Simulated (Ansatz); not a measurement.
## ZnSiP2: pressure series

Consider ZnSiP₂ in the chalcopyrite structure (space group I-42d, No. 122; a = 5.378 Å, c = 10.466 Å).

Cell and atoms are relaxed at each pressure.

Method: r2SCAN/PAW in Ansatz (a program for electronic structure), no spin-orbit coupling.

Two rows of this table had their results exchanged by mistake.

```tsv
pressure	volume per atom (Å³)	shortest distance (Å)	band gap
pressure −2 GPa	19.34	2.271	1.60 eV
pressure −1 GPa	19.12	2.264	1.58 eV
pressure 1.8 GPa	18.57	2.245	1.51 eV
pressure 4.2 GPa	18.16	2.230	1.46 eV
pressure 9 GPa	17.45	2.204	1.36 eV
pressure 18 GPa	13.71	2.051	0.57 eV
pressure 30 GPa	15.40	2.124	1.00 eV
pressure 45 GPa	14.45	2.084	0.78 eV
pressure 60 GPa	16.42	2.165	1.19 eV
```

Question: Which two?

Answer: The rows for pressure 18 GPa and pressure 60 GPa: the volume has to fall steadily with pressure, so 16.42 Å³ belongs to pressure 18 GPa and 13.71 Å³ to pressure 60 GPa.

Load acts through the strain it causes; cell and atoms are relaxed under it. Whether these cells are dynamically stable was not tested. Competing high-pressure phases were not computed.
